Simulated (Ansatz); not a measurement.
# GaCuSe2: response to strain

Consider GaCuSe₂ in the chalcopyrite structure (space group I-42d, No. 122; a = 5.6718 Å, c = 11.2626 Å). Axes: x, y, z lie along a, b, c of the conventional cell.

Strains are applied to the cell and any free atomic positions relax.

The values are results of Ansatz (a program for electronic structure), PBE, PAW, cutoff 420 eV, no spin-orbit coupling, not measurements.

Candidates:
(a) uniaxial strain ε_zz = +3.00 %
(b) uniaxial strain ε_zz = +0.75 %
(c) uniaxial strain ε_zz = +1.50 %
(d) uniaxial strain ε_zz = +2.25 %

Notes on the quantities. energy relative to the base: free energy F.

Problem. Order them by energy relative to the base, lowest first.

Solution. (b) uniaxial strain ε_zz = +0.75 % (+0.3 meV/atom), (c) uniaxial strain ε_zz = +1.50 % (+1.3 meV/atom), (d) uniaxial strain ε_zz = +2.25 % (+2.9 meV/atom), (a) uniaxial strain ε_zz = +3.00 % (+5.2 meV/atom)

Stability against distortions was not tested. All final runs are without spin polarisation.
